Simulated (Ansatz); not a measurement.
LaBr₃ (P6₃/m, No. 176) was calculated with r²SCAN in Ansatz (plane waves, PAW).

Numerical settings: plane-wave cutoff 560 eV, 6×6×8 k mesh (along the axes of the cell as run), Fermi–Dirac smearing 0.01 eV, scalar-relativistic PAW data made under PBE.

Equation-of-state points:

```
V (Å³/atom)  E − E_lowest (meV/atom)
-----------  -----------------------
30.565                          4.99
31.202                          1.20
31.839                          0.00
32.475                          1.02
33.112                          3.90
```

Question: What bulk modulus B0 and pressure derivative B′ does a third-order Birch–Murnaghan fit give?

Answer: V0 = 31.847 Å³/atom, B0 = 27.6 GPa, B′ = 7.2 (fit to the energies at full precision).

Shape and atoms are relaxed at each volume.

Note: the bulk modulus comes from volumes at which shape and atoms were relaxed.

Spin–orbit coupling is not included.

The computed numbers hold no vibrational or temperature effects.

Ansatz is a quantum-chemistry and plane-wave program.
